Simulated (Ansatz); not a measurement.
Take SiS₂ (space group I-42d, No. 122; a = 5.556 Å, c = 8.694 Å) as the base.

Computed with r2SCAN, PAW, 500 eV (Ansatz, a program for electronic structure; no SOC), earlier PAW set.

For the base:

- Band gap: 3.54 eV
- Shortest interatomic distance: 2.138 Å
- Electron mass: 0.38 mₑ along c, 0.61 mₑ across (at Γ)

One thing is altered: a hydrostatic pressure of 1.5 GPa.

**Question.** What happens to the band gap, shortest interatomic distance and electron mass?

**Answer.** The band gap drops by 0.24 eV, from 3.54 eV to 3.30 eV; the shortest interatomic distance decreases by 0.007 Å, from 2.138 Å to 2.131 Å; the electron mass changes from 0.38 mₑ along c, 0.61 mₑ across (at Γ) to 0.38 mₑ along c, 0.53 mₑ across (at Γ).

Load acts through the strain it causes; cell and atoms are relaxed under it. Effective masses come from finite differences of ±0.01 Å⁻¹. Whether these cells are dynamically stable was not tested.
